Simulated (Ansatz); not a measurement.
Given:

```yaml
crystal:
  lattice:
    - [0.00000, 2.17113, 2.20370]
    - [2.17113, 0.00000, 2.20370]
    - [2.17113, 2.17113, 0.00000]
  atoms:
    - { symbol: Al, position: [0.00000, 0.00000, 0.00000] }
    - { symbol: N, position: [0.25000, 0.25000, 0.25000] }
```

No spin polarisation.

Method: LDA (Ansatz, a first-principles code; PAW; 420 eV plane waves; no SOC). Γ-centred 13×13×13 mesh, Fermi–Dirac width 0.05 eV.

Estimate the pressure (mean of the normal stresses, compression positive).

-3.05 GPa.

Predict the electron mass.

0.52 mₑ along k, 0.32 mₑ across (at X).

Predict the smallest direct gap.

4.23 eV.

What space group does the calculation give?

I-4m2 (No. 119).

The cells carry an imposed strain or load. Masses are band curvatures over ±0.01 Å⁻¹ around the edge. Along k means along the line from Γ to the band edge. No phonon test of stability was made. The cell was made from AlN in the zinc blende structure (space group F-43m, No. 216) by this change: uniaxial strain ε_zz = +1.50 %. This is not the structure that AlN has at room temperature and ambient pressure.
